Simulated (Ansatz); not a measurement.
Levels about the gap of amorphous Al20Te30 (50 atoms in a cell of 1602 Å³, 4.53 g/cm³; zone centre alone, so wide bands show as single levels with stretches between that a denser mesh fills), at the geometry that PBE-D3(BJ) relaxed, where it gives 0.2 GPa on a denser mesh. The participation number counts the atoms over which a state spreads; weights are charges in smoothed Voronoi cells. The levels come from a single point, so bond lengths are those of that geometry. Method of the levels: PBE-D3(BJ), scalar-relativistic without spin-orbit coupling, PAW (Ansatz default set, large-core Te) (Ansatz, a quantum-chemistry and plane-wave program). Sampling: the zone centre alone; Fermi-Dirac width 0.05 eV; no spin polarisation.

The cell was made by melting and quenching with the CHGNet potential and then relaxed with DFT. The hot cell started wider than the set density and was brought back towards it in steps. It is the lowest in DFT energy of 2 quenches. It is a model cell: composition and starting density were chosen by hand, and all elements were melted together. The geometry includes D3(BJ) dispersion. Its density started from a set value of 4.79 and ended at 4.53 g/cm³. The simulated quench (nominally 83 K/ps over its main leg) is rapid and tends to freeze in more defects than a deposited or slowly cooled glass has. One small periodic cell is one sample of the glass; other quenches scatter about these values. The volume was free in the relaxation, at fixed shape. Stress components on the final sampling reach 1.4 GPa. Cycles of charging lowered its energy after that relaxation.

```tsv
E - E(highest filled), eV	filling	participation number	largest on	weight Te	weight Al
-0.55	filled	24.9	Te, 2 neighbours	0.82	0.18
-0.50	filled	17.2	Te, 2 neighbours	0.74	0.26
-0.41	filled	18.7	Te, 2 neighbours	0.83	0.17
-0.29	filled	23.4	Te, 4 neighbours	0.73	0.27
-0.20	filled	21.1	Te, 2 neighbours	0.84	0.16
-0.13	filled	14.0	Te, 2 neighbours	0.83	0.17
0.00	filled	10.2	Te, 2 neighbours	0.81	0.19
0.93	empty	22.8	Al, 4 neighbours	0.57	0.43
1.04	empty	20.6	Al, 5 neighbours	0.52	0.48
1.19	empty	10.3	Te, 4 neighbours	0.76	0.24
1.34	empty	25.2	Al, 5 neighbours	0.54	0.46
1.40	empty	28.3	Al, 4 neighbours	0.56	0.44
1.41	empty	27.4	Al, 4 neighbours	0.59	0.41
1.55	empty	13.9	Te, 2 neighbours	0.69	0.31
```

Most localised among these is the filled level at +0.00 eV, on a Te atom, which has 2 neighbours (Al 2.58 Å, Al 2.62 Å).
